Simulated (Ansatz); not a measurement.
We consider 1T (CdI2-type) PtTe2, described by PBE-D3(BJ) in Ansatz (PAW).

Run with plane-wave cutoff 500 eV, 12×12×8 k mesh (along the axes of the cell as run), Fermi–Dirac smearing 0.05 eV, scalar-relativistic PAW data made under PBE.

Computed at the level's own relaxed cell.

Problem. Predict the volume per atom, lattice constant a and c axis length.

Solution. 
- volume per atom: 24.14 Å³/atom
- lattice constant a: 4.053 Å
- c axis length: 5.092 Å

Measured, for comparison: lattice constant a 4.026 Å, lattice parameter c 5.221 Å (temperature not stated, not corrected to a static lattice; as tabulated in Pelayo et al. (2023), arXiv:2312.15371). Computed (rounded) less measured: lattice constant a +0.7 %, lattice parameter c -2.5 %.

Spin–orbit coupling is not included.

Computed values are for the static lattice.

It cost around 110 core-seconds (rough) of CPU time.

Ansatz is an electronic-structure program.
